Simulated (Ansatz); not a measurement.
B20 (FeSi-type) CoSi, treated with LDA (Ansatz, an electronic-structure program, PAW).

Numerical settings: plane-wave cutoff 520 eV, 12×12×12 k mesh, Fermi–Dirac smearing 0.05 eV, no spin polarisation, scalar-relativistic PAW data made under PBE.

Cell (relaxed at this level):

```xyz
8
Lattice="4.3503 0.0000 0.0000 0.0000 4.3503 0.0000 0.0000 0.0000 4.3503" Properties=species:S:1:pos:R:3 pbc="T T T"
Co     3.7166     2.8089     1.5414
Co     1.5414     3.7166     2.8089
Co     0.6337     0.6337     0.6337
Co     2.8089     1.5414     3.7166
Si     0.6827     1.4925     2.8579
Si     2.8579     0.6827     1.4925
Si     3.6676     3.6676     3.6676
Si     1.4925     2.8579     0.6827
```

### Question
Predict the bulk modulus and pressure derivative B′ of the bulk modulus.

### Answer

- bulk modulus = 254 GPa
- pressure derivative B′ of the bulk modulus = 4.8

The run finds no gap.

Measured, for comparison: bulk modulus 207 GPa (temperature not stated, not corrected to a static lattice; as tabulated in Electronic Structure of B20 (FeSi-Type) Transition-Metal Monosilicides …). Computed (rounded) less measured: bulk modulus +23 %.

Note: the bulk modulus comes from volumes at which shape and atoms were relaxed.

Static lattice: no zero-point or thermal effects.

Cost on a shared machine: around 20 core-minutes (rough).
